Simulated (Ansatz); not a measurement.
Cell and atoms of amorphous germanium selenide (Ge₃₆Se₅₄):

```xyz
90
Lattice="13.7963 0.0000 0.0000 0.0000 13.7963 0.0000 0.0000 0.0000 13.7963" Properties=species:S:1:pos:R:3 pbc="T T T"
Ge    11.0938     2.4613    11.8360
Ge     2.7730     9.4764     5.8040
Ge     9.2316    11.0147     0.4468
Ge     9.9250    12.8905    11.9456
Ge    11.5000     6.0828     0.1147
Ge    13.3954     2.3210     3.1650
Ge     1.2886     9.4998    11.8960
Ge     9.5875    12.5580     3.8021
Ge     7.9378     7.2849     0.8667
Ge     8.6716     4.0726     5.9317
Ge     3.5843     1.0947     5.3319
Ge     0.4735     3.8055     0.1093
Ge    10.5764    10.2029     6.3313
Ge     2.1920     8.5088     2.3815
Ge     2.7492     1.2866     1.3584
Ge    13.1017     1.3343     8.8379
Ge     5.1321     0.1419     9.8650
Ge     4.7168     4.4373     6.6164
Ge     2.4545     3.1565     9.3382
Ge     8.4159    11.7092     8.8095
Ge     5.4017    11.2863     7.8097
Ge     4.7385    13.6173     0.7687
Ge    12.7335     5.3220    10.6003
Ge    12.2696     9.4543     3.1684
Ge     6.8166     3.6993     9.5844
Ge     4.3934     3.0346    12.3427
Ge    13.1483     5.9288     4.2185
Ge     3.6061    11.5960     3.0216
Ge     4.4331     6.4216     9.9331
Ge    11.3442     5.0302     7.9298
Ge    12.8481    11.7313    10.6184
Ge    13.6497     9.9359     8.0943
Ge     6.0382     5.0396     3.0337
Ge     4.5556     8.5141    13.5425
Ge     7.4868    10.9556     4.2738
Ge     9.1010     3.1278     3.3577
Se     9.1135     9.1450     4.7938
Se     3.2668     5.9407     7.8255
Se    11.9661     0.1953    12.5210
Se     1.3351    11.8815    11.5822
Se     4.4515     9.3392     2.8963
Se     1.7840     0.8154     3.6214
Se     6.7718     6.0862     9.5627
Se     3.6009    12.7658     8.2969
Se     8.4135     6.0614     2.8310
Se    12.5938     8.8677     6.2172
Se    13.4837     3.5961     5.5529
Se     6.0001     6.4327    13.6483
Se     6.6298     5.5865     5.7079
Se    10.2398    10.4901    12.1196
Se    11.0685    11.5288     1.9719
Se     2.0955     9.1816     8.0630
Se     8.5473     2.8554     8.1747
Se     3.3637     5.1014    11.6400
Se     1.9235     7.4840     4.5766
Se     5.1682     9.4221     6.3061
Se    11.7142     2.7617     6.9370
Se     0.4399    10.0403     1.7758
Se     9.2960    13.7270     9.7692
Se     5.2261    13.3743     3.2984
Se     3.5939     3.5823     0.7712
Se     0.7904     4.5352     2.6493
Se     7.3388    12.4245     6.7260
Se    13.3934     6.6598    12.4668
Se    10.3998     1.0400     3.4279
Se     8.2391    13.1324    13.6732
Se     2.5640     7.0994     0.5574
Se     9.9109     9.8794     8.6336
Se     6.7636     2.8083    11.8464
Se     3.1980     1.2077    11.2384
Se     4.0311     8.5582    10.8874
Se     7.4788     9.6960     1.3941
Se     4.9677     2.6301     8.3462
Se     2.0692    11.5873     4.9225
Se     6.8086     2.6409     2.8872
Se    13.3709    12.2894     8.1461
Se    13.0510     9.0694    10.2773
Se     3.4436     3.5548     4.8583
Se     9.5973     7.1244    12.8810
Se    11.5560     3.6462     0.3610
Se    10.1014     6.1288     6.2764
Se     6.4787    10.8974     9.9654
Se     0.4385     1.3167     0.5839
Se    11.6427     7.0398     2.3123
Se    11.0771    12.4462     5.7191
Se    10.3825     5.2013    10.1419
Se    13.5242     5.9309     8.4276
Se     2.8729    11.8900     0.7798
Se     1.4747     1.5243     7.7323
Se    13.4914     3.0181    10.9991
```

Calculation: PBE, scalar-relativistic without spin-orbit coupling, PAW (Ansatz default set, large-core Se) (plane waves to 420 eV; Ansatz, an electronic-structure program).

The cell was made by melting and quenching with the CHGNet potential and then relaxed with DFT. The hot cell started wider than the set density and was brought back towards it in steps. It is the lowest in DFT energy of 4 quenches. It is a model cell: composition and starting density were chosen by hand, and all elements were melted together. No dispersion term was used. Its density started from a set value of 4.35 and ended at 4.35 g/cm³. The simulated quench (nominally 20 K/ps over its main leg) is rapid and tends to freeze in more defects than a deposited or slowly cooled glass has. One small periodic cell is one sample of the glass; other quenches scatter about these values. The volume was held where the preparation left it, at a PBE pressure of 0.7 GPa. Stress components on the final sampling reach 0.9 GPa. On a 2×2×2 Γ-centred mesh force components of up to 0.17 eV/Å stay, since the relaxation ran on the zone centre alone.

Cut-offs for bonds: Ge-Ge 2.85 Å, Ge-Se 2.92 Å, Se-Se 2.76 Å.

Give the coordination numbers, mean bond lengths and angles.


The mean coordination of Ge is 3.53 (2 with 2, 13 with 3, 21 with 4), the mean coordination of Se is 2.28 (40 with 2, 13 with 3, 1 with 4) and the mean Ge-Se bond comes out as 2.495 Å (spread 0.127 Å, 121 counted). The mean Ge-Ge bond is 2.667 Å (spread 0.097 Å, 3 counted) and the mean Se-Se bond is 2.396 Å (spread 0.000 Å, 1 counted). The bond angle at Ge is mean 105.3°, spread 12.7°. The bond angle at Se is mean 99.1°, spread 15.0°.

List the pairs of like atoms that count as bonded by the rules above.

Ge8-Ge35 (2.68 Å), Ge10-Ge36 (2.78 Å), Ge15-Ge22 (2.54 Å), Se47-Se57 (2.40 Å).
